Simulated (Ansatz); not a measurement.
H interstitial in zinc-blende BAs (start: void with 4B nearest; 64-site cell, 2×2×2 shifted sampling). Level of theory: PBE, PAW (plane waves to 420 eV; Ansatz, a first-principles code). Total energies of the localised charge states, counted from that of charge +1, and their image corrections (point charge with alignment); the host's valence-band maximum lies at 10.804 eV on the cells' energy zero and its gap is 1.20 eV.

```csv
charge,moment (μB),E − E(first) (eV),correction (eV)
+1,not spin-polarised,0.000,0.197
0,1.0,11.365,0.000
−1,not spin-polarised,23.066,0.147
```

Question: Derive the transition levels above the valence-band maximum and say which of them are thermodynamic.

Answer: A level is the Fermi energy at which two charges have equal formation energy: ε(q/q′) = [E(q′) + corr(q′) − E(q) − corr(q)] / (q − q′) − E_VBM.
ε(+1/0) = [(11.365 + 0.000) − (0.000 + 0.197)] / 1 − 10.804 = 0.36 eV
ε(0/−1) = [(23.066 + 0.147) − (11.365 + 0.000)] / 1 − 10.804 = 1.04 eV
Thermodynamic levels at least 0.1 eV inside the gap: (+1/0) at 0.36 eV; (0/−1) at 1.04 eV. They hold to tenths of an eV in this cell. Only the charges listed were compared. The geometries come from one start.
